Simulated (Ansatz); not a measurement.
Functionals compared on the (22-41) surface of hcp Y in its 1x1 cell, outermost plane spacing 0.45 Å in the ideal cut, in Ansatz (plane waves, PAW). The structure was relaxed with PBE; the other rows are single points on it. Cutoff 420 eV (500 eV for r2SCAN).

Model: 23-atom slab, 9.9 Å thick at the start (thin: gaps and levels are the slab's own), 6x4x1 mesh, Fermi-Dirac 0.1 eV, dipole correction, all atoms relaxed; start symmetry kept, larger cells not searched; no spin, no spin-orbit, no U. These notes are the PBE run's.

```tsv
functional	work function of the top face (eV)	rough cost of the single point
PBE	2.92	–
LDA	3.10	around 8 core-minutes (rough)
PBEsol	2.97	around 8 core-minutes (rough)
RPBE	2.81	about 7 core-minutes (a rough figure)
r2SCAN	___	roughly 15 core-minutes
```

Question: What belongs in the gaps?

Answer: 
- r2SCAN, work function of the top face (eV): 2.93

Ansatz is a quantum-chemistry and plane-wave program.
